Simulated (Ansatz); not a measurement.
Start from ZnGeP2 in the chalcopyrite structure (space group I-42d, No. 122; a = 5.424 Å, c = 10.709 Å).

Method: DFT with PBEsol, PAW potentials and a 420 eV plane-wave cutoff in Ansatz (a first-principles code), no spin-orbit coupling.

Before the change:

| Item | Value |
|---|---|
| Band gap | 1.07 eV |
| Hole mass | 0.096 mₑ along c, 0.33 mₑ across (at Γ) |

It is then changed as follows: a hydrostatic pressure of 7.5 GPa.

### Question
What does the calculation give for the band gap and hole mass after the change?

### Answer
The band gap drops by 0.13 eV (1.07 eV → 0.94 eV); the hole mass becomes 0.12 mₑ along c, 0.30 mₑ across (at Γ) (base: 0.096 mₑ along c, 0.33 mₑ across (at Γ)).

Load acts through the strain it causes; cell and atoms are relaxed under it. Masses are band curvatures over ±0.01 Å⁻¹ around the edge. Stability against distortions was not tested. No other phases were tried under pressure.
